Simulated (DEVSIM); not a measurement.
## Si p+/n-/n+ power diode

System: Si p+/n-/n+ power diode, at 300 K.

```
layer (left to right)  material  thickness (μm)  Nd (cm⁻³)  Na (cm⁻³)   τn (s)   τp (s)
---------------------  --------  --------------  ---------  ---------  -------  -------
1                            Si            2.20          -     1.1e18  0.00045  0.00045
2                            Si            9.20     1.9e14          -  0.00045  0.00045
3                            Si            9.50     3.8e18          -  0.00045  0.00045
```

Left contact: ohmic. Right contact: ohmic. Voltage is applied to the left contact. Recombination: SRH at mid-gap, radiative. Mobility is μmin + (μ − μmin)/(1 + (N/Nref)^α).

This is a model device: material constants are rounded textbook-type values typed into the input, and sizes, dopings and lifetimes were drawn at random. Values at 300 K.

```tsv
parameter	Si
gap (eV)	1.124
affinity (eV)	4.05
permittivity	11.7
Nc (cm⁻³)	2.86e19
Nv (cm⁻³)	3.1e19
μn (cm²/Vs)	1417
μp (cm²/Vs)	470
μn,min	52
μp,min	45
Nref,n	9.7e16
Nref,p	2.2e17
αn	0.68
αp	0.72
B (cm³/s)	4.7e-15
```

Model (solved in DEVSIM): 1D drift-diffusion, Boltzmann statistics, complete ionisation; no tunnelling, impact ionisation, image-force lowering or self-heating.

The potential step across the device at zero bias is 0.986 V and the dark forward voltage at 1 A/cm² comes out as 0.730 V. The dark forward voltage at 100 A/cm² comes out as 0.853 V.

Dark reverse current:

| V (V) | J (A/cm²) |
|---|---|
| -4.00 | -8.0e-10 |
| -10.00 | -1.4e-9 |
| -20.00 | -1.7e-9 |
| -30.00 | -1.7e-9 |
| -40.00 | -1.7e-9 |
| -60.00 | -1.7e-9 |
| -80.00 | -1.7e-9 |
| -100.00 | -1.8e-9 |
| -130.00 | -1.8e-9 |
| -160.00 | -1.8e-9 |
| -200.00 | -1.8e-9 |

Small-signal capacitance in reverse bias (quasi-static):

```
V (V)  C (nF/cm²)
-----  ----------
-4           1.85
-10          1.23
-20          1.13
-30          1.13
-40          1.13
-60          1.13
-80          1.13
-100         1.13
-130         1.12
-160         1.12
-200         1.12
```
